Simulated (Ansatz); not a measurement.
Input and output of a self-consistent single point for CaSi2Rh2 (I4mm, 5 atoms in the cell) (Ansatz, an electronic-structure program).

Computed with LDA (PW92), default PAW files made with PBE (plane waves; Ansatz).

```yaml
crystal:
  lattice:
    - [-2.05101, 2.05101, 5.01954]
    - [2.05101, -2.05101, 5.01954]
    - [2.05101, 2.05101, -5.01954]
  atoms:
    - { symbol: Ca, position: [0.00498, 0.00498, 0.00000] }
    - { symbol: Si, position: [0.62739, 0.62739, 0.00000] }
    - { symbol: Si, position: [0.37261, 0.37261, 0.00000] }
    - { symbol: Rh, position: [0.75000, 0.25000, 0.50000] }
    - { symbol: Rh, position: [0.25000, 0.75000, 0.50000] }
```

Reference input (self-consistent single point, DFT, LDA (PW92), plane waves, default PAW files made with PBE): basis.ecutwfc = 420 eV; kpoints.mp_grid.grid = 11 11 11; hamiltonian.xc = lda; hamiltonian.pseudopotentials = {kind: paw} (the program's default PAW files); scf.occupations.method = gaussian; scf.occupations.width = 0.1 eV. This run's input differs from it in these lines:

Ansatz 0.2 input:
```diff
@@ -14,3 +14,3 @@
 kpoints:
-  mp_grid: { grid: [11, 11, 11] }
+  mp_grid: { grid: [5, 5, 5] }
 hamiltonian:
@@ -19,3 +19,3 @@
 scf:
-  occupations: { method: gaussian, width: 0.1 eV }
+  occupations: { method: gaussian, width: 0.05 eV }
 output:
```

The program printed (abridged):

```
SCF iter   1: F=—  HF=-15552.294949 eV  |F-HF|=—  |Δ(HF+E_count)|=         —  Δρ=7.40e-3  dr2=4.38e-2  ethr=1.77e-3  ⟨swp⟩=7.4  Hψ=2689  notcnv=0
all-band conjugate gradients solve this SCF's bands
preconditioner: auto → Resta (q_TF=auto, 2.516 Å⁻¹)
SCF iter   2: F=—  HF=-15552.289766 eV  |F-HF|=—  |Δ(HF+E_count)|=   5.18e-3  Δρ=3.55e-3  dr2=7.69e-3  ethr=8.42e-5  ⟨swp⟩=1.2  Hψ=729  notcnv=0  defer=8
   [... lines left out ...]
SCF iter   4: F=—  HF=-15552.288616 eV  |F-HF|=—  |Δ(HF+E_count)|=   5.12e-5  Δρ=2.74e-4  dr2=8.99e-5  ethr=7.86e-7  ⟨swp⟩=2.2  Hψ=1004  notcnv=0  defer=8
SCF iter   5: F=—  HF=-15552.288608 eV  |F-HF|=—  |Δ(HF+E_count)|=   7.75e-6  Δρ=8.57e-5  dr2=8.21e-6  ethr=1.73e-7  ⟨swp⟩=2.3  Hψ=705  notcnv=0  defer=8
SCF iter   6: F=—  HF=-15552.288606 eV  |F-HF|=—  |Δ(HF+E_count)|=   2.00e-6  Δρ=1.62e-5  dr2=3.94e-7  ethr=1.58e-8  ⟨swp⟩=2.1  Hψ=736  notcnv=0  defer=8
SCF iter   7: F=-15552.288606 eV  HF=-15552.288606 eV  |F-HF|=2.18e-8  |Δ(HF+E_count)|=   1.31e-7  Δρ=5.42e-6  dr2=2.93e-8  ethr=1.92e-10  ⟨swp⟩=8.1  Hψ=2431  notcnv=0
SCF 1 converged in 7 iterations: F = -15552.288606 eV  dr2 = 2.93e-8
Free energy (F): -15552.288606 eV
Internal energy: -15552.284493 eV  (E = F + TS)
E sigma→0 (E₀):  -15552.286549 eV
Entropy (-TS):   -0.004113 eV (-0.823 meV/atom)
Fermi energy:    12.935066 eV
--- Forces (eV/Å), atoms counted from 1 ---
  atom   1  Ca    -0.00000000    -0.00000000    -0.20441489
  atom   2  Si     0.00000000    -0.00000000     0.39914676
  atom   3  Si    -0.00000000    -0.00000000    -0.31725139
  atom   4  Rh     0.00000000    -0.00000000     0.06124939
  atom   5  Rh    -0.00000000     0.00000000     0.06124939
--- Stress (GPa, compression-positive) ---
       -8.082667      -0.000000      -0.000000
       -0.000000      -8.082667      -0.000000
       -0.000000       0.000000      -7.329192
  P = ⅓ Tr σ = -7.8315 GPa (-78.315 kbar)
  The stress holds the Pulay correction. Without it, at fixed plane waves, as pw.x and ABINIT print it: P = -7.8809 GPa
```

The run converged in 7 iterations. Against the reference run the free energy rises by 3.6 meV/atom, the pressure goes from -7.97 to -7.83 GPa and the largest force goes from 0.340 to 0.399 eV/Å.

The starting cell comes from a database of computed structures (which also holds hypothetical and non-ambient phases and stackings), without a prior relaxation at this level. Its lattice was rescaled by up to half a per cent. One atom was moved a little off its site on purpose. Spin polarisation is off. With a pressure of about -8 GPa the cell is away from its equilibrium volume at this level. Ansatz's pressure includes its estimate of the finite-basis (Pulay) stress.
